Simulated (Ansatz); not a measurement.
# Effect of isotropic strain −1.50 % on Ag

Start from Ag in the fcc (Cu type) structure (space group Fm-3m, No. 225; a = 4.1043 Å; relaxed with 0.1 eV smearing).

The change: an isotropic linear strain of −1.50 %, atoms relaxed at fixed cell.

Level of theory: Ansatz (a first-principles code), r2SCAN, PAW, cutoff 500 eV, no SOC. k-mesh 28×28×28 (Γ-centred); smearing 0.1 eV (Fermi–Dirac).

```csv
quantity,base,changed,shift
volume per atom,17.28 Å³,16.52 Å³,-0.766 Å³
space group,Fm-3m (No. 225),Fm-3m (No. 225),–
shortest interatomic distance,2.902 Å,2.859 Å,-0.0435 Å
energy relative to the base (free energy F),0 meV/atom,+12 meV/atom,+12 meV/atom
pressure,0.0 GPa,5.3 GPa,+5.3 GPa
band gap,zero,zero,–
```

Final structure:

```
Ag
1.0
    0.00000     2.02136     2.02136
    2.02136     0.00000     2.02136
    2.02136     2.02136     0.00000
Ag
1
Direct
  0.00000   0.00000   0.00000
```

Stability against distortions was not tested.
